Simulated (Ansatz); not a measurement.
# PBE-D3(BJ) against r2SCAN+rVV10: MoS2

Consider MoS2 in the 2H-MoS2 type structure (space group P6_3/mmc, No. 194; a = 3.149 Å, c = 12.091 Å; layered, stacked along the Cartesian z axis).

(Cell as relaxed with PBE-D3(BJ).)

Levels (all Ansatz, a first-principles code, PAW, earlier PAW set): PBE-D3(BJ) (420 eV, no spin-orbit coupling); r2SCAN+rVV10 (500 eV, no spin-orbit coupling).

Each level relaxes its own structure.

| quantity | PBE-D3(BJ) | r2SCAN+rVV10 |
|---|---|---|
| volume per atom | 17.31 Å³ | 18.08 Å³ |
| lattice parameter a | 3.149 Å | 3.173 Å |
| lattice parameter c | 12.091 Å | 12.437 Å |
| band gap | 0.78 eV | 1.01 eV |
| gap character | indirect, Γ → K–Γ (44 % along) | indirect, Γ → K–Γ (47 % along) |
| hole mass | 1.0 mₑ along c, 0.61 mₑ across | 0.87 mₑ along c, 0.69 mₑ across |

PBE-D3(BJ)'s volume per atom lies 0.764 Å³ below r2SCAN+rVV10's (4.2 %); PBE-D3(BJ)'s lattice parameter a lies 0.024 Å below r2SCAN+rVV10's (0.7 %); PBE-D3(BJ)'s lattice parameter c lies 0.3455 Å below r2SCAN+rVV10's (2.8 %); PBE-D3(BJ)'s band gap lies 0.235 eV below r2SCAN+rVV10's; the two agree on the gap character. Neither level is exact; r2SCAN+rVV10 is the comparison here, not a measurement.

Effective masses come from finite differences of ±0.01 Å⁻¹. Stability against distortions was not tested.
